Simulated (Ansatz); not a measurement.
Input and output of a self-consistent single point for LaCuSeO (Pmm2, 8 atoms in the cell) (Ansatz, a program for electronic structure).

Computed with LDA (PW92), default PAW files made with PBE (plane waves; Ansatz).

The change in words: 1 x 1 x 1 supercell, one O atom moved by 0.02 angstrom along z. Reference geometry:
```
CELL_PARAMETERS angstrom
      4.08172     0.00000     0.00000
      0.00000     4.08172     0.00000
      0.00000     0.00000     8.85101
ATOMIC_POSITIONS crystal
  La 0.00000 0.50000 0.85998
  La 0.50000 0.00000 0.14002
  Cu 0.50000 0.50000 0.50000
  Cu 0.00000 0.00000 0.50000
  Se 0.00000 0.50000 0.33079
  Se 0.50000 0.00000 0.66921
  O  0.50000 0.50000 0.00000
  O  0.00000 0.00000 0.00000
```

Reference input (self-consistent single point, DFT, LDA (PW92), plane waves, default PAW files made with PBE): basis.ecutwfc = 420 eV; kpoints.mp_grid.grid = 6 6 3; hamiltonian.xc = lda; hamiltonian.pseudopotentials = {kind: paw} (the program's default PAW files); scf.occupations.method = fermi_dirac; scf.occupations.width = 0.05 eV. This run's input differs from it in these lines:

Ansatz 0.2 input:
```diff
@@ -14,3 +14,3 @@
     - { symbol: O, position_ang: [2.040859, 2.040859, 0.000000] }
-    - { symbol: O, position_ang: [0.000000, 0.000000, 0.000000] }
+    - { symbol: O, position_ang: [0.000000, 0.000000, 0.020003] }
 basis:
```

Output, abridged:

```
SCF iter   1: F=—  HF=-37151.944927 eV  |F-HF|=—  |Δ(HF+E_count)|=         —  Δρ=1.37e-2  dr2=2.08e-1  ethr=1.77e-3  ⟨swp⟩=6.8  Hψ=7218  notcnv=0
all-band conjugate gradients solve this SCF's bands
preconditioner: auto → Resta (q_TF=auto, 2.574 Å⁻¹)
SCF iter   2: F=—  HF=-37151.913510 eV  |F-HF|=—  |Δ(HF+E_count)|=   3.14e-2  Δρ=7.31e-3  dr2=6.06e-2  ethr=2.00e-4  ⟨swp⟩=3.0  Hψ=4411  notcnv=0  defer=110
   [... lines left out ...]
SCF iter   6: F=—  HF=-37151.898430 eV  |F-HF|=—  |Δ(HF+E_count)|=   9.14e-6  Δρ=8.68e-5  dr2=1.32e-5  ethr=1.24e-7  ⟨swp⟩=1.8  Hψ=2386  notcnv=0  defer=110
SCF iter   7: F=—  HF=-37151.898431 eV  |F-HF|=—  |Δ(HF+E_count)|=   1.25e-6  Δρ=3.01e-5  dr2=1.11e-6  ethr=1.26e-8  ⟨swp⟩=2.0  Hψ=3432  notcnv=0  defer=110
SCF iter   8: F=—  HF=-37151.898432 eV  |F-HF|=—  |Δ(HF+E_count)|=   5.45e-7  Δρ=5.36e-5  dr2=2.63e-6  ethr=1.06e-9  ⟨swp⟩=2.0  Hψ=3570  notcnv=0  defer=110
SCF iter   9: F=-37151.898431 eV  HF=-37151.898431 eV  |F-HF|=6.17e-8  |Δ(HF+E_count)|=   5.52e-7  Δρ=7.59e-6  dr2=7.76e-8  ethr=9.62e-11  ⟨swp⟩=9.7  Hψ=10432  notcnv=0
SCF 1 converged in 9 iterations: F = -37151.898431 eV  dr2 = 7.76e-8
Free energy (F): -37151.898431 eV
Internal energy: -37151.898431 eV  (E = F + TS)
E sigma→0 (E₀):  -37151.898431 eV
Entropy (-TS):   -0.000000 eV (-0.000 meV/atom)
Fermi energy:    12.129572 eV
--- Forces (eV/Å), atoms counted from 1 ---
  atom   1  La     0.00000000     0.00000000     0.55696652
  atom   2  La     0.00000000     0.00000000    -0.41461255
  atom   3  Cu     0.00000000     0.00000000    -0.00297025
  atom   4  Cu     0.00000000     0.00000000    -0.00980314
  atom   5  Se     0.00000000     0.00000000     0.45268173
  atom   6  Se     0.00000000     0.00000000    -0.39789684
  atom   7  O      0.00000000     0.00000000    -0.04533159
  atom   8  O      0.00000000     0.00000000    -0.13902215
--- Stress (GPa, compression-positive) ---
       -8.105717       0.000000       0.000000
        0.000000      -8.159407       0.000000
        0.000000       0.000000      -7.250442
  P = ⅓ Tr σ = -7.8385 GPa (-78.385 kbar)
  The stress holds the Pulay correction. Without it, at fixed plane waves, as pw.x and ABINIT print it: P = -8.0844 GPa
```

The run converged in 9 iterations. Against the reference run the free energy is nearly the same (within 1 meV/atom), the pressure stays at -7.84 GPa, the largest force goes from 0.487 to 0.557 eV/Å and the gap on the mesh hardly changes (1.364 to 1.363 eV).

The starting cell comes from a database of computed structures (which also holds hypothetical and non-ambient phases and stackings), without a prior relaxation at this level. Its lattice was rescaled by up to half a per cent. For this run, on top of that: 1 x 1 x 1 supercell, one O atom moved by 0.02 angstrom along z. With a pressure of about -8 GPa the cell is away from its equilibrium volume at this level. Ansatz's pressure includes its estimate of the finite-basis (Pulay) stress.
